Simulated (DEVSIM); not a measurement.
System: illuminated Si p-on-n cell, one wavelength, with a back-surface field, at 300 K.

| layer (left to right) | material | thickness (μm) | Nd (cm⁻³) | Na (cm⁻³) | τn (s) | τp (s) | absorption coefficient (cm⁻¹) |
|---|---|---|---|---|---|---|---|
| 1 | Si | 0.130 | - | 2e18 | 3e-8 | 5.1e-8 | 250 |
| 2 | Si | 160 | 1.6e14 | - | 3.4e-7 | 3.4e-7 | 250 |
| 3 | Si | 1.80 | 4.3e18 | - | 3.4e-7 | 3.4e-7 | 250 |

Left contact: ohmic, minority electron recombination velocity 8e5 cm/s. Right contact: ohmic, minority hole recombination velocity 3000 cm/s. Voltage is applied to the left contact. Recombination: SRH at mid-gap, radiative, Auger. Light enters at the left, 1.5e17 photons cm⁻² s⁻¹, one pass, no reflection. Mobility is constant in doping.

The device is made up for the run: typed textbook-type constants, with dimensions and the other settings drawn at random. Values at 300 K.

```csv
parameter,Si
gap (eV),1.124
affinity (eV),4.05
permittivity,11.7
Nc (cm⁻³),2.86e19
Nv (cm⁻³),3.1e19
μn (cm²/Vs),1417
μp (cm²/Vs),470
B (cm³/s),4.7e-15
Cn (cm⁶/s),2.8e-31
Cp (cm⁶/s),9.9e-32
```

DEVSIM, 1D drift-diffusion, Boltzmann statistics, complete ionisation; no tunnelling, impact ionisation, image-force lowering or self-heating.

Tabulate band edges, carrier densities and field at 0.9 V on the left contact, in the dark.

Energies count from the Fermi level of the right contact; mesh points crowd at the junctions.

| x (μm) | Ec (eV) | Ev (eV) | n (cm⁻³) | p (cm⁻³) | field (V/cm) |
|---|---|---|---|---|---|
| 0.000 | 0.153 | -0.971 | 1.9e12 | 2.0e18 | ≈ 0 |
| 0.04227 | 0.153 | -0.971 | 2.1e12 | 2.0e18 | ≈ 0 |
| 0.1031 | 0.153 | -0.971 | 2.3e12 | 2.0e18 | -12 |
| 0.1393 | 0.082 | -1.042 | 3.9e13 | 1.3e17 | -31000 |
| 0.2629 | -0.013 | -1.137 | 1.5e15 | 3.2e15 | -1800 |
| 0.6184 | -0.024 | -1.147 | 2.3e15 | 2.1e15 | ≈ 0 |
| 1.779 | -0.023 | -1.147 | 2.2e15 | 2.0e15 | ≈ 0 |
| 7.996 | -0.018 | -1.142 | 1.9e15 | 1.7e15 | ≈ 0 |
| 25.87 | -0.001 | -1.125 | 1.2e15 | 1.0e15 | 11 |
| 80.13 | 0.089 | -1.035 | 4.3e14 | 2.7e14 | 24 |
| 135.7 | 0.238 | -0.886 | 4.0e14 | 2.4e14 | 21 |
| 155.0 | 0.269 | -0.855 | 6.2e14 | 4.6e14 | 11 |
| 158.6 | 0.273 | -0.851 | 6.9e14 | 5.3e14 | ≈ 0 |
| 159.7 | 0.272 | -0.852 | 7.5e14 | 5.1e14 | -140 |
| 160.1 | 0.222 | -0.902 | 5.4e15 | 7.3e13 | -5600 |
| 160.1 | 0.124 | -1.000 | 2.4e17 | 1.6e12 | -44000 |
| 160.2 | 0.049 | -1.075 | 4.3e18 | 9.1e10 | ≈ 0 |
| 160.3 | 0.049 | -1.075 | 4.3e18 | 9.1e10 | ≈ 0 |
| 160.9 | 0.049 | -1.075 | 4.3e18 | 8.9e10 | ≈ 0 |
| 161.6 | 0.049 | -1.075 | 4.3e18 | 8.7e10 | ≈ 0 |
| 161.8 | 0.049 | -1.075 | 4.3e18 | 8.7e10 | ≈ 0 |
| 161.9 | 0.049 | -1.075 | 4.3e18 | 8.7e10 | ≈ 0 |
